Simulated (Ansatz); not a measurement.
Output of an Ansatz run (abridged):

```
WARN ansatz: RAYON_NUM_THREADS=1 ignored (pool sized by the plan → 1); use --threads N
Pseudopotentials: kind: paw
Pseudopotential: Al, paw, valence charge 3
Pseudopotential: Au, paw, valence charge 19
Crystal: 2 atoms, lattice volume = 33.208 Å³
Basis set: ecut = 420 eV, 619 PW (Γ)
Bands: 15, of which v1, the nominal top of the filled ones, is band 11 counted from 1 (10 counted from 0)
Symmetry: 8 space group operations
Space group: P4mm (ITA 99), of the structure as read, at distance tolerance 3.2e-5 Å
k-points: 126 of 1000 (time reversal used)
PAW frozen core: Al, regenerated for the run's functional, and the local potential with it
PAW frozen core: Au, regenerated for the run's functional, and the local potential with it
Initial density: superposition of atomic densities (neutral atoms: chi_scale 0, normalization atom), corrected by the library's trained network
Initial wavefunctions: pseudopotential atomic-orbital guess
Eigensolver: davidson
Functional: x = slater, c = lda
SCF iter   1: F=—  HF=-13378.385435 eV  |F-HF|=—  |Δ(HF+E_count)|=         —  Δρ=6.30e-3  dr2=8.86e-3  ethr=1.77e-3  ⟨swp⟩=4.7  Hψ=8804  notcnv=0
all-band conjugate gradients solve this SCF's bands
preconditioner: auto → none
SCF iter   2: F=—  HF=-13378.384453 eV  |F-HF|=—  |Δ(HF+E_count)|=   9.82e-4  Δρ=3.59e-3  dr2=2.87e-3  ethr=4.03e-5  ⟨swp⟩=1.0  Hψ=2898  notcnv=0
SCF iter   3: F=—  HF=-13378.383961 eV  |F-HF|=—  |Δ(HF+E_count)|=   4.92e-4  Δρ=9.20e-4  dr2=3.74e-4  ethr=1.31e-5  ⟨swp⟩=1.8  Hψ=2466  notcnv=0
SCF iter   4: F=—  HF=-13378.383868 eV  |F-HF|=—  |Δ(HF+E_count)|=   9.33e-5  Δρ=3.12e-4  dr2=2.87e-5  ethr=1.70e-6  ⟨swp⟩=2.0  Hψ=2722  notcnv=0
SCF iter   5: F=—  HF=-13378.383857 eV  |F-HF|=—  |Δ(HF+E_count)|=   1.14e-5  Δρ=5.58e-5  dr2=7.84e-7  ethr=1.31e-7  ⟨swp⟩=2.7  Hψ=3083  notcnv=0
SCF iter   6: F=-13378.383857 eV  HF=-13378.383857 eV  |F-HF|=7.32e-9  |Δ(HF+E_count)|=   9.27e-8  Δρ=5.36e-6  dr2=1.10e-8  ethr=4.55e-10  ⟨swp⟩=5.4  Hψ=7813  notcnv=0
SCF 1 converged in 6 iterations: F = -13378.383857 eV  dr2 = 1.10e-8
SCF converged after 6 iterations
Free energy (F): -13378.383857 eV
Harris-Foulkes:  -13378.383857 eV  (|F-HF|=7.32e-9)
Internal energy: -13378.378358 eV  (E = F + TS)
E sigma→0 (E₀):  -13378.381107 eV
Entropy (-TS):   -0.005499 eV (-2.750 meV/atom)
Fermi energy:    15.066864 eV
--- Per-component energies (eV) ---
  E_band       = -306.844009
  E_kinetic    = 628.282849
  E_local      = -2466.305832  (includes V_loc(G=0)·N_el)
  E_nonlocal   = 88.657304
  E_hartree    = 1058.978119
  E_xc         = -267.146394
  E_vxc        = -305.839664  (∫ρ·V_xc dr)
  E_paw        = -9865.267773  (= ΣΔE_a)
  E_vpaw       = -369.602714  (= ΣTr[D̂ρ^β])
  E_aug_tail   = 0.001282  (compensation charges beyond the density's cutoff)
  E_ewald      = -2556.156346
  E_core_change = 0.578434  (= ΣΔE_core)
  E_smearing   = -0.005499  (= −TS)
  E_closure    = -0.000000  (closes the sum)
  Σ components = -13378.383857   (vs F -13378.383857, Δ=0.00e0)
--- Forces (eV/Å), atoms counted from 1 ---
  atom   1  Al     0.00000000     0.00000000    -0.05838544
  atom   2  Au     0.00000000     0.00000000     0.05841963
  max |Σ_I F_I| component: 3.42e-5 eV/Å
--- Stress (GPa, compression-positive) ---
       -6.979424       0.000000       0.000000
        0.000000      -6.979424       0.000000
        0.000000       0.000000      -7.034295
  P = ⅓ Tr σ = -6.9977 GPa (-69.977 kbar)
  The stress holds the Pulay correction. Without it, at fixed plane waves, as pw.x and ABINIT print it: P = -7.0438 GPa
--- Band table (eV; the first three rows and the last of 126) ---
  k-point 0: bands = ["-91.8357", "-43.1232", "-43.1232", "-43.1222", "3.6848", "8.4620", "8.4634", "10.3742", "10.3765", "10.3765", "17.8903", "17.8903", "17.8960", "21.6494", "22.5449"]
  k-point 1: bands = ["-91.8356", "-43.1251", "-43.1230", "-43.1230", "3.8489", "8.4937", "8.5263", "10.2753", "10.2753", "10.3851", "16.7213", "18.1434", "18.1434", "22.0460", "22.3814"]
  k-point 2: bands = ["-91.8355", "-43.1329", "-43.1224", "-43.1224", "4.3299", "8.5787", "8.6664", "10.0290", "10.0290", "10.4138", "14.8117", "18.8467", "18.8467", "21.9469", "22.3487"]
  k-point 125: bands = ["-91.8337", "-43.1488", "-43.1488", "-43.1478", "7.9322", "7.9374", "7.9374", "11.2804", "11.2815", "14.5667", "15.9847", "15.9847", "15.9904", "17.1572", "18.7397"]
```

The structure:

```
CELL_PARAMETERS angstrom
      3.21427     0.00000     0.00000
      0.00000     3.21427     0.00000
      0.00000     0.00000     3.21427
ATOMIC_POSITIONS crystal
  Al 0.00000 0.00000 0.01556
  Au 0.50000 0.50000 0.50000
```

Q: Reconstruct the input of this run.

A: Other spellings and defaults could give the same log, and not every line can be read from it. The input that was run (DFT, LDA (PW92), plane waves, default PAW files made with PBE):

Ansatz 0.2 input:
```yaml
crystal:
  lattice:
    - [3.214268, 0.000000, 0.000000]
    - [0.000000, 3.214268, 0.000000]
    - [0.000000, 0.000000, 3.214268]
  atoms:
    - { symbol: Al, position: [0.000000, 0.000000, 0.015556] }
    - { symbol: Au, position: [0.500000, 0.500000, 0.500000] }
basis:
  ecutwfc: 420.0 eV
kpoints:
  mp_grid:
    grid: [10, 10, 10]
hamiltonian:
  xc: lda
  pseudopotentials:
    kind: paw
scf:
  occupations:
    method: gaussian
    width: 0.1 eV
output:
  forces: true
  eigenvalues: true
  stress: true
```

The starting cell comes from a database of computed structures (which also holds hypothetical and non-ambient phases and stackings), without a prior relaxation at this level. Its lattice was rescaled by up to half a per cent. One atom was moved a little off its site on purpose. Spin-orbit coupling is off. With a pressure of about -7 GPa the cell is away from its equilibrium volume at this level. Ansatz's pressure includes its estimate of the finite-basis (Pulay) stress.

Ansatz is a program for electronic structure.
